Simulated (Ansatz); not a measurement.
ZrS2 (1T monolayer start, 27-atom cell) (held in this type by symmetry, stable or not), space group P-3m1.

```
CELL_PARAMETERS angstrom
     11.04000     0.00000     0.00000
     -5.52000     9.56092     0.00000
      0.00000     0.00000    20.00000
ATOMIC_POSITIONS crystal
  Zr 0.00000 0.00000 0.50000
  Zr 0.00000 0.33333 0.50000
  Zr 0.00000 0.66667 0.50000
  Zr 0.33333 0.00000 0.50000
  Zr 0.33333 0.33333 0.50000
  Zr 0.33333 0.66667 0.50000
  Zr 0.66667 0.00000 0.50000
  Zr 0.66667 0.33333 0.50000
  Zr 0.66667 0.66667 0.50000
  S  0.11111 0.22222 0.57250
  S  0.11111 0.55556 0.57250
  S  0.11111 0.88889 0.57250
  S  0.44444 0.22222 0.57250
  S  0.44444 0.55556 0.57250
  S  0.44444 0.88889 0.57250
  S  0.77778 0.22222 0.57250
  S  0.77778 0.55556 0.57250
  S  0.77778 0.88889 0.57250
  S  0.22222 0.11111 0.42750
  S  0.22222 0.44444 0.42750
  S  0.22222 0.77778 0.42750
  S  0.55556 0.11111 0.42750
  S  0.55556 0.44444 0.42750
  S  0.55556 0.77778 0.42750
  S  0.88889 0.11111 0.42750
  S  0.88889 0.44444 0.42750
  S  0.88889 0.77778 0.42750
```

Calculation: PBE (plane waves to 420 eV, PAW; Ansatz, a quantum-chemistry and plane-wave program). Spin–orbit coupling is left out; PBE gaps are too small against experiment. Its k-point mesh 3×3×1, Fermi–Dirac width 0.01 eV.

List the levels next to the gap at Γ of this cell's own (folded) zone, from the top of the valence band (the table ends after a fixed count of bands, which can cut a degenerate set).


| band | E − E_v (eV) |
|---|---|
| v4 | -0.744 |
| v3 | -0.744 |
| v2 | 0.000 |
| v1 | 0.000 |
| c1 | 1.356 |
| c2 | 1.356 |
| c3 | 1.356 |
| c4 | 1.356 |
